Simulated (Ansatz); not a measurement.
**Fermi-surface data of Ta₄N₅ (I4/m)**

```xyz
9
Lattice="-3.4125 3.4125 2.1280 3.4125 -3.4125 2.1280 3.4125 3.4125 -2.1280" Properties=species:S:1:pos:R:3 pbc="T T T"
Ta     0.7150     1.9403     2.1280
Ta     2.6974     1.4721     0.0000
Ta     1.4721     4.1275     0.0000
Ta     1.9403    -0.7150     2.1280
N      0.0000     0.0000     2.1280
N     -1.3227     2.7858     2.1280
N      4.7351     0.6266     0.0000
N      0.6266     2.0898     0.0000
N      2.7858     1.3227     2.1280
```

Computed with PBEsol, rigid bands (plane waves, PAW, scalar-relativistic; Ansatz, a program for electronic structure). Geometry: cell and atoms relaxed with PBEsol.

density of states at the Fermi level: 1.50 states/(eV·cell), both spins
bare Sommerfeld coefficient: 0.39 mJ/(mol of atoms·K²)
Drude plasma energy: 3.2 (x), 3.2 (y), 8.3 (z) eV
root-mean-square Fermi velocity: 8.7e5 m/s
resistivity times τ: 47 (x), 47 (y), 7.2 (z) ×10⁻²² Ω·m·s

A metal at this level (no band gap); rigid bands, thermally averaged at 300 K, both spins. Spin-orbit coupling is left out, which matters with elements this heavy. τ is one relaxation time for all states.

Computed structure with no diffraction record at hand here (it may be known, metastable or hypothetical): Ta4N5 (I4/m).
